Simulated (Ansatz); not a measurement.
Base system: AlNi in the CsCl type structure (space group Pm-3m, No. 221; a = 2.863 Å; non-magnetic). Axes: x, y, z lie along the cube axes.

Method: Ansatz (a first-principles code) r2SCAN, without spin-orbit coupling.

For the base:

The shortest interatomic distance is 2.480 Å. The band gap is zero.

The change: a free-standing slab of 4 layers (8 atoms, 2 a layer) is cut normal to [110], with 15 Å of vacuum and the in-plane cell held at bulk.

**Question.** How does this affect the excess energy per area of both faces, shortest interatomic distance, change of the spacing d12 from its bulk value of 2.025 Å, change of the spacing d23 from its bulk value of 2.025 Å and band gap?

**Answer.** The excess energy per area of both faces (slab less bulk energy over the cell's area: twice a surface energy) comes out as 3.5 J/m² (uncertain by up to 0.1 J/m²); the shortest interatomic distance shrinks by 0.0974 Å, from 2.480 Å to 2.382 Å; the change of the spacing d12 from its bulk value of 2.025 Å comes out as -0.5 %; the change of the spacing d23 from its bulk value of 2.025 Å is -1.0 %; the band gap stays zero.

Slab and bulk use different k-meshes, which limits the precision of the excess energy. Whether these cells are dynamically stable was not tested. Seeded moments were not kept for the base. All final runs are without spin polarisation.
